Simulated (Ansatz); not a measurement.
Take Ru in the hcp (Mg type) structure (space group P6_3/mmc, No. 194; a = 2.6914 Å, c = 4.2489 Å; relaxed with 0.1 eV smearing) as the base.

Calculations: PBEsol in Ansatz (plane waves to 420 eV, PAW, spin-orbit coupling left out).

Before the change:

The pressure comes out as 0.0 GPa. The band gap is zero.

One thing is altered: the cell is scaled by 0.9900 in all directions, atoms relaxed at fixed cell.

Q: Estimate the effect on the energy relative to the base, pressure and band gap.

A: The energy grows by 13 meV/atom; the pressure (mean of the normal stresses, compression positive) goes from zero to 11.2 GPa; the band gap remains zero.

The cells carry an imposed strain or load. Stability against distortions was not tested. All final runs are without spin polarisation.

Ansatz is an electronic-structure program.
